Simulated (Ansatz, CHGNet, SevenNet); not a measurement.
NbSi2 (P6₂22, No. 180): c axis length by level of theory

No measured value is used here.

| level (code) | value (Å) |
|---|---|
| CHGNet-r²SCAN (CHGNet) | 6.572 |
| SevenNet-0 (SevenNet) | 6.616 |
| SevenNet-l3i5 (SevenNet) | 6.618 |
| LDA (Ansatz) | 6.534 |
| PBE (Ansatz) | 6.612 |
| PBE-D3(BJ) (Ansatz) | 6.547 |
| r²SCAN+rVV10 (Ansatz) | 6.573 |

Cutoffs differ between the levels. Ansatz's density-functional and Hartree–Fock values are scalar-relativistic unless marked +SOC, with PAW data made under PBE.

Machine-learned potentials (CHGNet-r²SCAN, SevenNet-0, SevenNet-l3i5) are trained on DFT data, which may include these solids.

Ansatz is a first-principles code.
